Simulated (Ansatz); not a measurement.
## Sn under a change: H interstitial (started 2.11 Å from the nearest host atom), symmetric start

The reference is a 14-atom supercell of Sn (space group I4_1/amd, No. 141; a = 5.886 Å, c = 3.184 Å) at its relaxed geometry.

Now apply this change: a neutral H interstitial (started 2.11 Å from the nearest host atom), symmetric start, atoms relaxed at fixed cell.

Method: r2SCAN/PAW in Ansatz (a program for electronic structure), scalar-relativistic without spin-orbit coupling. Γ-centred 7×7×7 mesh, Fermi–Dirac width 0.05 eV.

```json
{
 "pressure": "1.2 GPa (base 0.0 GPa)",
 "largest_displacement_of_a_host_atom_from_its_site_in_the_perfect_cell": "0.27 Å",
 "final_site_of_the_added_atom": "2 Sn at 1.91 Å (bent)"
}
```

Final structure:

```yaml
crystal:
  lattice:
    - [-5.88622, 5.88622, 0.00000]
    - [0.00000, -5.88622, 6.36746]
    - [8.82934, 2.94311, -1.59186]
  atoms:
    - { symbol: Sn, position: [0.53459, 0.22336, 0.36857] }
    - { symbol: Sn, position: [0.24327, 0.50000, 0.50000] }
    - { symbol: Sn, position: [0.37731, 0.35152, 0.92259] }
    - { symbol: Sn, position: [0.94266, 0.77664, 0.63143] }
    - { symbol: Sn, position: [0.10319, 0.64848, 0.07741] }
    - { symbol: Sn, position: [0.67547, 0.07380, 0.79068] }
    - { symbol: Sn, position: [0.81099, 0.92620, 0.20932] }
    - { symbol: Sn, position: [0.99772, 0.00000, 0.00000] }
    - { symbol: Sn, position: [0.74257, 0.33168, 0.16013] }
    - { symbol: Sn, position: [0.82124, 0.11099, 0.55387] }
    - { symbol: Sn, position: [0.41022, 0.55982, 0.27769] }
    - { symbol: Sn, position: [0.57271, 0.44018, 0.72231] }
    - { symbol: Sn, position: [0.15638, 0.88901, 0.44613] }
    - { symbol: Sn, position: [0.25077, 0.66832, 0.83987] }
    - { symbol: H, position: [0.44424, 0.00000, 0.00000] }
```

In so small a cell the defect repeats every few ångströms: this is an ordered compound, not a dilute defect. The defect started on the symmetric site and kept its symmetry, so it may sit on a saddle. The final runs are not spin-polarised. The defect cell is not spin-polarised.
